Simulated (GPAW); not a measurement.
Input and output of a self-consistent single point for Al (Fm-3m, 1 atom in the cell) (GPAW).

Method: PBE, GPAW PAW datasets PBE (gpaw-data 1.0.1) (plane waves; GPAW).

The change in words: lattice scaled by 0.98. Reference geometry:
```
CELL_PARAMETERS angstrom
      0.00000     2.01522     2.01522
      2.01522     0.00000     2.01522
      2.01522     2.01522     0.00000
ATOMIC_POSITIONS crystal
  Al 0.00000 0.00000 0.00000
```

Reference input (self-consistent single point, DFT PBE, plane waves, GPAW PAW datasets PBE (gpaw-data 1.0.1)): mode = pw; ecut = 600 eV; xc = PBE; kpts = 10 10 10; mesh shift (steps) = 0 0 0; occupations.name = fermi-dirac; occupations.width = 0.1 eV; nbands = -7; convergence.forces = 0.001 eV/Å; symmetry.symmorphic = false; symmetry.tolerance = 0.0005; maxiter = 120. This run's input differs from it in these lines:

```diff
@@ -5,5 +5,5 @@
 atoms = Atoms(['Al'],
-              cell=[[0.000000, 2.015224, 2.015224],
-                    [2.015224, 0.000000, 2.015224],
-                    [2.015224, 2.015224, 0.000000]],
+              cell=[[0.000000, 1.974920, 1.974920],
+                    [1.974920, 0.000000, 1.974920],
+                    [1.974920, 1.974920, 0.000000]],
               positions=[[0.000000, 0.000000, 0.000000]],
```

Log, with long lists cut:

```
     iter     time        total  log10-change:
                         energy   eigst   dens  force
iter:   1 --:--:--    -3.694465
iter:   2 --:--:--    -3.695315   -2.92  -0.93
iter:   3 --:--:--    -3.700460   -2.83  -0.95
iter:   4 --:--:--    -3.700197   -5.35  -1.93
iter:   5 --:--:--    -3.700304c  -4.99  -2.36
iter:   6 --:--:--    -3.700299c  -6.22  -2.94
iter:   7 --:--:--    -3.700298c  -7.46c -3.40
iter:   8 --:--:--    -3.700300c  -6.75  -3.21
iter:   9 --:--:--    -3.700300c  -8.70c -5.29c
iter:  10 --:--:--    -3.700300c -10.54c -5.40c -25.10c
Converged after 10 iterations.

Dipole moment: (-0.000000, -0.000000, -0.000000) |e|*Ang

Energy contributions relative to reference atoms: (reference = -6603.423265)

Kinetic:         +6.071685
Potential:       -3.512603
External:        +0.000000
XC:              -6.241822
Entropy (-ST):   -0.018295
Local:           -0.008413
SIC:             +0.000000
--------------------------
Free energy:     -3.709448
Extrapolated:    -3.700300

Showing only first 2 kpts
 Kpt  Band  Eigenvalues  Occupancy
  0     0     -3.78746    2.00000
  0     1     20.85128    0.00000
  0     2     20.85128    0.00000

  1     0     -3.40839    2.00000
  1     1     18.80730    0.00000
  1     2     18.80730    0.00000

Fermi level: 7.93383

No gap
No difference between direct/indirect transitions
Energy (eV): -3.7003

Forces in eV/Ang:
  0 Al    0.00000    0.00000   -0.00000

Stress tensor:
    -0.038765     0.000000     0.000000
     0.000000    -0.038765    -0.000000
     0.000000    -0.000000    -0.038765
Stress (GPa, Voigt): [-6.2108 -6.2108 -6.2108 -0.      0.      0.    ]
```

The run converged in 10 iterations. GPAW prints stress with tension positive. Against the reference run the free energy goes up by 20.0 meV/atom and the pressure goes from 0.75 to 6.21 GPa.

The starting cell comes from a database of computed structures (which also holds hypothetical and non-ambient phases and stackings), without a prior relaxation at this level. Its lattice was rescaled by a random factor within 2.5 % of one. For this run, on top of that: lattice scaled by 0.98. With a pressure of about 6 GPa the cell is away from its equilibrium volume at this level.
